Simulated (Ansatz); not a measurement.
Base system: CoSi (space group P2_13, No. 198; non-magnetic).

```yaml
crystal:
  lattice:
    - [4.38574, 0.00000, 0.00000]
    - [0.00000, 4.38574, 0.00000]
    - [0.00000, 0.00000, 4.38574]
  atoms:
    - { symbol: Co, position: [0.14565, 0.14565, 0.14565] }
    - { symbol: Co, position: [0.64565, 0.35435, 0.85435] }
    - { symbol: Co, position: [0.85435, 0.64565, 0.35435] }
    - { symbol: Co, position: [0.35435, 0.85435, 0.64565] }
    - { symbol: Si, position: [0.84330, 0.84330, 0.84330] }
    - { symbol: Si, position: [0.34330, 0.65670, 0.15670] }
    - { symbol: Si, position: [0.15670, 0.34330, 0.65670] }
    - { symbol: Si, position: [0.65670, 0.15670, 0.34330] }
```

Computed with PBEsol in Ansatz (plane waves to 420 eV, PAW, no SOC).

For the base:

The largest site moment is 0.00 μB, the shortest interatomic distance is 2.297 Å and the band gap is zero.

Modification: full substitution Co → Mn; the structure is relaxed again.

Q: What happens to the largest site moment?

A: The largest site moment goes from zero to 0.90 μB.

Q: How does this affect the shortest interatomic distance?

A: The shortest interatomic distance falls by 0.038 Å to 2.259 Å.

Q: Predict the new band gap.

A: The band gap is still zero.

The magnetic state is the one reached from the starting moments; the real material's order can differ, and small cells can't hold many antiferromagnetic ones. Stability against distortions was not tested. Seeded moments were not kept for the base. Spin-polarised in the final run: MnSi; the other runs are not. The zero or small gap of CoSi can change with the level of theory.

Ansatz is a program for electronic structure.
